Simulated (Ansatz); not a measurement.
System: TaN (P-62m, No. 189). Method: PBEsol in Ansatz (plane waves, PAW).

Run with plane-wave cutoff 520 eV, 12×12×20 k mesh (along the axes of the cell as run), Fermi–Dirac smearing 0.072 eV (set by the program), scalar-relativistic PAW data made under PBE.

Computed at the level's own relaxed cell.

Hill averages of the elastic tensor: K = 328.6 GPa, G = 196.7 GPa. Volume 11.211 Å³/atom, mean atomic mass 97.477 u.

Problem. Work out the density, the sound velocities of a polycrystal and the elastic Debye temperature at this level.

Solution. ρ = 1.66054 × 97.477/11.211 = 14.438 g/cm³. v_l = √[(K + 4G/3)/ρ] = 6.397 km/s and v_t = √(G/ρ) = 3.691 km/s. The mean follows from 3/v_m³ = 1/v_l³ + 2/v_t³: v_m = 4.098 km/s. Θ_D = (ħ/k_B) v_m (6π²/V)^(1/3) = 76.38 K Å s/km × 4.098 × 1.7415 Å⁻¹ = 545 K, counting all atoms of the cell.

Ansatz is a program for electronic structure.
